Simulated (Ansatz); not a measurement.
Defect: F-vacancy pair (F on one host O site, one O site vacant) in polar orthorhombic HfO2, charge state +3. The step: a nearby O atom hops onto the vacant site (F-vacancy distance between ideal sites 2.55 → 3.15 Å); the atom moves 1.99 Å along (-0.03, -0.01, -0.39) of the unit cell; the moving atom starts with neighbours Hf at 2.12, Hf at 2.22, Hf at 2.28, Hf at 2.56; O at 2.57, O at 2.69 Å and ends with F at 2.51; Hf at 2.09, Hf at 2.26, Hf at 2.33, Hf at 2.45; O at 2.67 Å. DFT values are from Ansatz (plane-wave PAW, 420 eV unless said) in a cell of 96 host sites, spin-restricted, static, with no finite-size correction. The host's phase is taken as given; its stability against other phases was not computed. The charge state is imposed; whether it is stable for some Fermi level was not computed. Forms of the defect that were not tried may lie lower. The start lies 0.20 eV above the lowest site run (PBE). For the PBE band: the saddle point's order was not checked.

| Level | Forward barrier (eV) | Cost of the band or of the saddle's single point |
|---|---|---|
| CHGNet universal potential (has no charge state), its own band | 0.30 | - |
| PBE, the Γ point alone, band relaxed | 0.26 | about 60 core-minutes (a rough figure) |
| PBE, a 2×2×2 k-point mesh shifted by half a step, same geometries | 0.27 | around 20 core-minutes (rough) |
| r2SCAN at 500 eV, the Γ point alone, same geometries | 0.26 | about 4 core-minutes (a rough figure) |

Ansatz is a quantum-chemistry and plane-wave program.
